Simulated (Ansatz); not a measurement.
Data:

```xyz
10
Lattice="0.0000 5.6219 5.6219 5.6219 0.0000 5.6219 5.6219 5.6219 0.0000" Properties=species:S:1:pos:R:3 pbc="T T T"
Bi     0.0000     0.0000     0.0000
Ag     5.6219     5.6219     5.6219
Cs     2.8109     2.8109     2.8109
Cs     8.4328     8.4328     8.4328
Br     5.6219     2.8562     5.6219
Br     8.3875     5.6219     5.6219
Br     5.6219     8.3875     5.6219
Br     2.8562     5.6219     5.6219
Br     5.6219     5.6219     2.8562
Br     5.6219     5.6219     8.3875
```

No spin polarisation.

Level of theory: LDA (Ansatz, a first-principles code), no spin-orbit coupling. Settings: 5×5×5 k-points, 0.05 eV Fermi–Dirac smearing.

Problem. What is the computed space group?

Solution. Fm-3m (No. 225).

Problem. Estimate the band gap.

Solution. 1.05 eV.

Problem. What electron mass does the calculation give?

Solution. 0.35 mₑ along k, 0.24 mₑ across (at L).

Spin-orbit coupling, missing from the scalar runs, can matter with Bi. The cells carry an imposed strain or load. Masses are band curvatures over ±0.01 Å⁻¹ around the edge. Along k means along the line from Γ to the band edge. No phonon test of stability was made. The cell was made from Cs$_{2}$AgBiBr$_{6}$ (space group Fm-3m, No. 225) by this change: isotropic strain +2.25 %.
